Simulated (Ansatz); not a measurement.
Base system: ZnGeP2 in the chalcopyrite structure (space group I-42d, No. 122).

```yaml
crystal:
  lattice:
    - [-2.71213, 2.71213, 5.35485]
    - [2.71213, -2.71213, 5.35485]
    - [2.71213, 2.71213, -5.35485]
  atoms:
    - { symbol: Zn, position: [0.00000, 0.00000, 0.00000] }
    - { symbol: Zn, position: [0.75000, 0.25000, 0.50000] }
    - { symbol: Ge, position: [0.50000, 0.50000, 0.00000] }
    - { symbol: Ge, position: [0.25000, 0.75000, 0.50000] }
    - { symbol: P, position: [0.87500, 0.87334, 0.49834] }
    - { symbol: P, position: [0.12666, 0.62500, 0.00166] }
    - { symbol: P, position: [0.37500, 0.37666, 0.50166] }
    - { symbol: P, position: [0.62334, 0.12500, 0.99834] }
```

Cartesian axes are those of the cell as printed.

All numbers come from DFT with PBEsol, PAW potentials and a 420 eV plane-wave cutoff in Ansatz (a program for electronic structure), no SOC.

Base values:

- Volume per atom = 19.69 Å³
- Band gap = 1.07 eV
- Width of the top valence band = 1.50 eV
- Gap character = indirect, Γ → M–S (33 % along)

One thing is altered: biaxial strain +0.75 %, plane normal [001], relaxed out of plane (Cartesian); in-plane vectors clamped, the third vector and the atoms free.

Task: How does this affect the volume per atom?

Result: The volume per atom goes up by 0.16 Å³ (19.69 Å³ → 19.85 Å³).

Task: What happens to the energy relative to the base?

Result: The energy goes up by 0.9 meV/atom.

Task: How does this affect the band gap?

Result: The band gap shrinks by 0.02 eV to 1.05 eV.

Task: Estimate the effect on the width of the top valence band.

Result: The width of the top valence band grows by 0.04 eV (1.50 eV → 1.54 eV).

Task: How does this affect the gap character?

Result: The gap character changes from indirect, Γ → M–S (33 % along) to indirect, Γ → k = (0, 0.111, 0.444) in the run's primitive reciprocal basis.

Stability against distortions was not tested.
